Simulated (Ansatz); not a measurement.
Fe3Ge (space group P6_3/mmc, No. 194; ferromagnetic)

```xyz
8
Lattice="5.0560 0.0000 0.0000 -2.5280 4.3786 0.0000 0.0000 0.0000 4.1406" Properties=species:S:1:pos:R:3 pbc="T T T"
Fe     2.5280     2.9547     1.0351
Fe     0.0000     1.4239     3.1054
Fe    -1.2948     3.6666     3.1054
Fe     3.8228     0.7120     1.0351
Fe     1.2331     0.7120     1.0351
Fe     1.2948     3.6666     3.1054
Ge     0.0000     2.9191     1.0351
Ge     2.5280     1.4595     3.1054
```

Computed with Kohn–Sham DFT with the PBEsol functional, run in Ansatz (an electronic-structure program) with PAW and 420 eV plane waves, scalar-relativistic without spin-orbit coupling. Settings: 11×11×11 k-points, 0.05 eV Fermi–Dirac smearing.

| Quantity | Value |
|---|---|
| Volume per atom | 11.46 Å³ |
| Density | 8.70 g/cm³ |
| Band gap | zero |
| Magnetic state | ferromagnetic |
| Total energy | -4400.141 eV/atom (σ→0; compares only within this code and set-up) |

Other magnetic orders, which the real material may have, were not ruled out. Whether these cells are dynamically stable was not tested.
